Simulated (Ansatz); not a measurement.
We consider ScTi3C (model structure, started from the Ni3MgC type, Pm-3m, No. 221, 5 atoms in the cell), described by LDA (Ansatz, a quantum-chemistry and plane-wave program, PAW).

Run with plane-wave cutoff 520 eV, 14×14×14 k mesh, Fermi–Dirac smearing 0.05 eV, no spin polarisation, scalar-relativistic PAW data made under PBE.

Cell (relaxed at this level):

```
CELL_PARAMETERS angstrom
      4.21973     0.00000     0.00000
      0.00000     4.21973     0.00000
      0.00000     0.00000     4.21973
ATOMIC_POSITIONS crystal
  Sc 0.00000 0.00000 0.00000
  Ti 0.00000 0.50000 0.50000
  Ti 0.50000 0.00000 0.50000
  Ti 0.50000 0.50000 0.00000
  C  0.50000 0.50000 0.50000
```

Question: What does this level give for the bulk modulus B0?

Answer: 
* **bulk modulus B0**: 146 GPa

Note: the run has no spin polarisation, so it can have missed a magnetic state; the bulk modulus is −V dP/dV from two relaxed cells at ±2 % in volume; the relaxation could raise the start's symmetry but not lower it, so the cell can be a saddle point.

The computed numbers hold no vibrational or temperature effects.

It cost about 70 core-seconds (a rough figure) of CPU time.

A model structure was made by putting elements into a prototype or built by hand; it is no filed structure, need not be a known phase, and can be a saddle point held by its symmetry.
